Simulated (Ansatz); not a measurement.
The decay constant κ of evanescent states in the gap governs leakage through a thin film.

```xyz
5
Lattice="4.2124 0.0000 0.0000 0.0000 5.9572 0.0000 0.0000 2.9786 2.9786" Properties=species:S:1:pos:R:3 pbc="T T T"
Ba     0.0000     0.0000     0.0000
Zr     2.1062     2.9786     0.0000
O      2.1062     4.4679     1.4893
O      2.1062     1.4893     1.4893
O      0.0000     2.9786     0.0000
```

Space group of this cell: Pm-3m, cubic perovskite. The cell is taken as given; by r2SCAN its mean pressure is -0.8 GPa.

Transport runs along the normal of the first two printed cell vectors, the (110) plane of the conventional cell.

No gap correction and no spin-orbit coupling; mid-gap values are interpolated between computed energies.

Q: Estimate the band gap and the smallest decay constant κ at mid-gap that r2SCAN (Ansatz, a quantum-chemistry and plane-wave program) returns for this system.

A: Gap 3.72 eV on a 10×10×10 mesh; κ = 0.305 1/Å, at the zone centre.
